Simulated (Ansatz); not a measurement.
Start from LiH in the rock salt structure (space group Fm-3m, No. 225; a = 4.004 Å). Axes: x, y, z lie along the cube axes.

Method: r2SCAN (Ansatz, a first-principles code, PAW, no spin-orbit coupling), earlier PAW set.

Strains are applied to the cell and any free atomic positions relax.

One change was made to it. Results:

```tsv
quantity	base	after
energy relative to the base (free energy F)	0 meV/atom	+2.9 meV/atom
band gap	3.63 eV	3.45 eV
```

Problem. Name the change that was made.
A. strain tensor (xx, yy, zz, yz, xz, xy) = (+1.62, −0.14, +0.94, −1.84, −0.19, −0.78) %
B. uniaxial strain ε_yy = −0.84 %
C. strain tensor (xx, yy, zz, yz, xz, xy) = (+2.77, −1.25, −0.80, −1.21, +0.46, −1.02) %

Solution. A, strain tensor (xx, yy, zz, yz, xz, xy) = (+1.62, −0.14, +0.94, −1.84, −0.19, −0.78) %. For comparison, the band gap in the other runs: uniaxial strain ε_yy = −0.84 % gives 3.54 eV; strain tensor (xx, yy, zz, yz, xz, xy) = (+2.77, −1.25, −0.80, −1.21, +0.46, −1.02) % gives 3.18 eV.

Whether these cells are dynamically stable was not tested.
